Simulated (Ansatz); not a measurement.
The reference is NbAs2 (space group C2/m, No. 12).

```yaml
crystal:
  lattice:
    - [4.66689, -1.68068, 0.00000]
    - [4.66689, 1.68068, 0.00000]
    - [-3.81386, 0.00000, 6.77288]
  atoms:
    - { symbol: Nb, position: [0.15681, 0.15681, 0.19561] }
    - { symbol: Nb, position: [0.84319, 0.84319, 0.80439] }
    - { symbol: As, position: [0.85882, 0.85882, 0.47174] }
    - { symbol: As, position: [0.14118, 0.14118, 0.52826] }
    - { symbol: As, position: [0.59481, 0.59481, 0.89178] }
    - { symbol: As, position: [0.40519, 0.40519, 0.10822] }
```

Cartesian axes are those of the cell as printed.

Level of theory: Ansatz (a program for electronic structure) PBEsol, spin-orbit coupling left out.

Now apply this change: every lattice vector is shortened by 2.14 %, atoms relaxed at fixed cell.

**Question.** Predict the stress tensor and what it implies for the stiffness.

**Answer.** Stress of the strained cell less that of the base (GPa, compression positive):
```
   12.1     0.0     0.2
    0.0     9.3     0.0
    0.2     0.0    10.2
```

Then B = −ΔP/(ΔV/V₀) with ΔV/V₀ = -0.0628 gives secant stiffness values (nonlinear terms included at this strain): B (at held cell shape, above the free-shape value) ≈ 168 GPa.

As a check, the harmonic strain energy −½ V₀ Δσ:ε is 37 meV/atom; the computed energy rise is 34 meV/atom.

Whether these cells are dynamically stable was not tested. All final runs are without spin polarisation.
